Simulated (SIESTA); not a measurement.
Input and output of a self-consistent single point for Li3Mg (Pm-3m, 4 atoms in the cell) (SIESTA).

Level of theory: SIESTA with GGA PBEsol, numerical atomic orbitals DZP, PseudoDojo PBEsol standard norm-conserving potentials (rewritten from UPF to PSML).

```yaml
crystal:
  lattice:
    - [4.30430, 0.00000, 0.00000]
    - [0.00000, 4.30430, 0.00000]
    - [0.00000, 0.00000, 4.30430]
  atoms:
    - { symbol: Li, position: [0.50000, 0.50000, 0.00000] }
    - { symbol: Li, position: [0.00000, 0.50000, 0.50000] }
    - { symbol: Li, position: [0.50000, 0.00000, 0.50000] }
    - { symbol: Mg, position: [0.00000, 0.00000, 0.00000] }
```

Reference input (self-consistent single point, DFT, GGA PBEsol, numerical atomic orbitals DZP, PseudoDojo PBEsol standard norm-conserving potentials (rewritten from UPF to PSML)): XC.functional = GGA; XC.authors = PBEsol; potentials = PseudoDojo PBEsol standard; PAO.BasisSize = DZP; PAO.EnergyShift = 0.01 Ry; MeshCutoff = 300 Ry; kgrid.MonkhorstPack = 10 10 10; OccupationFunction = MP; OccupationMPOrder = 0; ElectronicTemperature = 100 meV; PAO.Polarization.NonPerturbative = true; MaxSCFIterations = 150. This run's input differs from it in these lines:

```diff
@@ -31,5 +31,5 @@
 %block kgrid.MonkhorstPack
-   10   0   0  0.0
-    0  10   0  0.0
-    0   0  10  0.0
+    6   0   0  0.0
+    0   6   0  0.0
+    0   0   6  0.0
 %endblock kgrid.MonkhorstPack
```

Output, abridged:

```
        iscf     Eharris(eV)        E_KS(eV)     FreeEng(eV)     dDmax    Ef(eV) dHmax(eV)
   scf:    1    -2184.909878    -2196.039156    -2196.060598  1.839337 -5.460725  6.814117
   scf:    2    -2196.276459    -2196.160345    -2196.179365  0.010014 -5.468825  5.822299
   scf:    3    -2196.555846    -2196.423867    -2196.428535  0.081100 -5.527900  0.324983
   scf:    4    -2196.430834    -2196.427501    -2196.433072  0.008800 -5.533959  0.143399
   scf:    5    -2196.428610    -2196.428585    -2196.435872  0.014226 -5.534560  0.012462
   scf:    6    -2196.428786    -2196.428712    -2196.435746  0.002744 -5.538905  0.066506
   scf:    7    -2196.428411    -2196.428583    -2196.435872  0.002636 -5.537521  0.007883
   scf:    8    -2196.428530    -2196.428556    -2196.435874  0.000285 -5.537358  0.002127
   scf:    9    -2196.428539    -2196.428548    -2196.435874  0.000090 -5.537372  0.000029
SCF Convergence by DM+H criterion
max |DM_out - DM_in|         :     0.0000900651
max |H_out - H_in|      (eV) :     0.0000293656
SCF cycle converged after 9 iterations

Using DM_out to compute the final energy and forces

siesta: E_KS(eV) =            -2196.4285

siesta: E_KS - E_eggbox =     -2196.4285

siesta: Atomic forces (eV/Ang):
     1   -0.000000   -0.000000    0.000000
     2    0.000000   -0.000000   -0.000000
     3   -0.000000   -0.000000   -0.000000
     4   -0.000000    0.000000   -0.000000
   Tot   -0.000000   -0.000000   -0.000000
   Max    0.000000
   Res    0.000000    sqrt( Sum f_i^2 / 3N )
   Max    0.000000    constrained

Stress tensor Voigt[x,y,z,yz,xz,xy] (kbar):       -2.55       -2.55       -2.55        0.00        0.00       -0.00
(Free)E + p*V (eV/cell)    -2196.3087
   [... lines left out ...]
siesta: FreeEng =     -2196.435874
   [... lines left out ...]
siesta:    -0.001594   -0.000000    0.000000
siesta:    -0.000000   -0.001594    0.000000
siesta:     0.000000    0.000000   -0.001594

siesta: Cell volume =         79.745815 Ang**3

siesta: Pressure (static):
siesta:                Solid            Molecule  Units
siesta:           0.00001736          0.00001736  Ry/Bohr**3
siesta:           0.00159435          0.00159435  eV/Ang**3
siesta:           2.55442460          2.55442460  kBar
```

The run converged in 9 iterations. Against the reference run the free energy goes down by 2.5 meV/atom and the pressure hardly changes (0.34 to 0.26 GPa).

The starting cell comes from a database of computed structures (which also holds hypothetical and non-ambient phases and stackings), without a prior relaxation at this level. Its lattice was rescaled by a random factor within 2.5 % of one. Values carry the incompleteness of an atom-centred basis.
